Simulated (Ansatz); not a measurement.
Ansatz (a quantum-chemistry and plane-wave program) run on TaBeB (P3m1, 3 atoms in the cell): self-consistent single point.

Method: LDA (PW92), harder PAW files (source: ansatz) made with PBE (plane waves; Ansatz).

```
TaBeB
1.0
    3.24015     0.00000     0.00000
   -1.62007     2.80605     0.00000
    0.00000     0.00000     3.23636
Ta Be B
1 1 1
Direct
  0.00000   0.00000   0.01545
  0.33333   0.66667   0.50000
  0.66667   0.33333   0.50000
```

Reference input (self-consistent single point, DFT, LDA (PW92), plane waves, default PAW files made with PBE): basis.ecutwfc = 420 eV; kpoints.mp_grid.grid = 12 12 10; hamiltonian.xc = lda; hamiltonian.pseudopotentials = {kind: paw} (the program's default PAW files); scf.occupations.method = fermi_dirac; scf.occupations.width = 0.1 eV. This run's input differs from it in these lines:

Ansatz 0.2 input:
```diff
@@ -11,3 +11,3 @@
 basis:
-  ecutwfc: 420.0 eV
+  ecutwfc: 530.0 eV
 kpoints:
@@ -16,3 +16,3 @@
   xc: lda
-  pseudopotentials: { kind: paw }
+  pseudopotentials: { kind: paw, source: ansatz }
 scf:
```

Output (repeated stretches shortened):

```
SCF iter   1: F=—  HF=-17081.358654 eV  |F-HF|=—  |Δ(HF+E_count)|=         —  Δρ=8.79e-2  dr2=4.43e0  ethr=3.10e-3  ⟨swp⟩=5.4  Hψ=14705  notcnv=0
all-band conjugate gradients solve this SCF's bands
preconditioner: auto → none
SCF iter   2: F=—  HF=-17080.343708 eV  |F-HF|=—  |Δ(HF+E_count)|=    1.01e0  Δρ=4.37e-2  dr2=1.07e0  ethr=3.10e-3  ⟨swp⟩=2.8  Hψ=7140  notcnv=0
   [... lines left out ...]
SCF iter   5: F=—  HF=-17079.998858 eV  |F-HF|=—  |Δ(HF+E_count)|=   1.13e-3  Δρ=1.34e-3  dr2=6.68e-4  ethr=6.18e-6  ⟨swp⟩=2.0  Hψ=5799  notcnv=0
SCF iter   6: F=—  HF=-17079.998440 eV  |F-HF|=—  |Δ(HF+E_count)|=   4.18e-4  Δρ=3.29e-4  dr2=4.32e-5  ethr=1.96e-6  ⟨swp⟩=2.0  Hψ=6000  notcnv=0
SCF iter   7: F=—  HF=-17079.998423 eV  |F-HF|=—  |Δ(HF+E_count)|=   1.69e-5  Δρ=7.57e-5  dr2=3.05e-6  ethr=1.27e-7  ⟨swp⟩=3.0  Hψ=6234  notcnv=0
SCF iter   8: F=-17079.998422 eV  HF=-17079.998422 eV  |F-HF|=3.56e-8  |Δ(HF+E_count)|=   8.03e-7  Δρ=8.97e-6  dr2=4.11e-8  ethr=2.94e-10  ⟨swp⟩=3.3  Hψ=14123  notcnv=0
SCF 1 converged in 8 iterations: F = -17079.998422 eV  dr2 = 4.11e-8
Free energy (F): -17079.998422 eV
Internal energy: -17079.989526 eV  (E = F + TS)
E sigma→0 (E₀):  -17079.993974 eV
Entropy (-TS):   -0.008896 eV (-2.965 meV/atom)
Fermi energy:    18.714640 eV
--- Forces (eV/Å), atoms counted from 1 ---
  atom   1  Ta     0.00000000    -0.00000000    -0.72270033
  atom   2  Be    -0.00000000     0.00000000     0.46206041
  atom   3  B      0.00000000    -0.00000000     0.26069239
--- Stress (GPa, compression-positive) ---
       -6.534834       0.000000       0.000000
       -0.000000      -6.534834      -0.000000
        0.000000      -0.000000      -6.722708
  P = ⅓ Tr σ = -6.5975 GPa (-65.975 kbar)
  The stress holds the Pulay correction. Without it, at fixed plane waves, as pw.x and ABINIT print it: P = -10.1878 GPa
```

The run converged in 8 iterations. Against the reference run the pressure moves little (-6.50 to -6.60 GPa) and the largest force moves little (0.724 to 0.723 eV/Å).

The starting cell comes from a database of computed structures (which also holds hypothetical and non-ambient phases and stackings), without a prior relaxation at this level. Its lattice was rescaled by up to half a per cent. One atom was moved a little off its site on purpose. Spin polarisation is off. Ansatz's pressure includes its estimate of the finite-basis (Pulay) stress. Without the estimate this run gives -10.19 GPa. The cutoff lies below the one recommended for these files.
